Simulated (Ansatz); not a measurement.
Base system: CaO in the rock salt structure (space group Fm-3m, No. 225; a = 4.795 Å). Axes: x, y, z lie along the cube axes.

Method: Ansatz (a program for electronic structure) r2SCAN, without spin-orbit coupling.

A first run, uniaxial strain ε_xx = +0.95 %, gives secant values C11 ≈ 220 GPa and C12 ≈ 58 GPa from its stress. A second run applies uniaxial stress, 5 GPa tension along x.

Task: What does linear elasticity predict for Young's modulus in the second run, and what does the run give?

Result: Linear elasticity: (C11 − C12)(C11 + 2 C12)/(C11 + C12) = 200 GPa. The run gives 170 GPa; any difference comes from nonlinear terms at these strains and numerical noise.

Stability under load was not tested beyond the relaxation.
